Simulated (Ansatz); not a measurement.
The reference is Zr in the hcp (Mg type) structure (space group P6_3/mmc, No. 194; a = 3.1825 Å, c = 5.1235 Å; relaxed with 0.1 eV smearing). Axes: x lies along a and z along c of the hexagonal cell.

The values are results of Ansatz (a program for electronic structure), PBEsol, PAW, cutoff 420 eV, no spin-orbit coupling, not measurements.

Modification: uniaxial strain ε_xx = −1.00 %, all other strain components held at zero, atoms relaxed at fixed cell.

Question: Predict the stress tensor and what it implies for the stiffness.

Answer: Stress of the strained cell less that of the base (GPa, compression positive):
```
    1.4     0.0     0.0
    0.0     0.8     0.0
    0.0     0.0     0.7
```

Then −Δσ_ii/ε with ε = -0.0100 gives relaxed-ion elastic constants: C11 ≈ 136 GPa, C12 ≈ 80 GPa and C13 ≈ 73 GPa.

Whether these cells are dynamically stable was not tested. All final runs are without spin polarisation.
